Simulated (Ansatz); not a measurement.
We consider cubic perovskite BaHfO₃, described by PBEsol+SOC (plane waves, PAW; Ansatz, a first-principles code).

Settings: plane-wave cutoff 520 eV, 8×8×8 k mesh, Fermi–Dirac smearing 0.01 eV, PAW data made under PBE.

Response to compression and expansion:

| V (Å³/atom) | P (GPa) | direct gap at Γ (eV) |
|---|---|---|
| 13.499 | 12.03 | 3.478 |
| 13.786 | 7.58 | 3.492 |
| 14.073 | 3.58 | 3.500 |
| 14.360 | 0.00 | 3.503 |
| 14.648 | -3.21 | 3.501 |
| 14.935 | -6.10 | 3.494 |
| 15.222 | -8.68 | 3.484 |

The gap at Γ does not follow one straight line over these volumes.
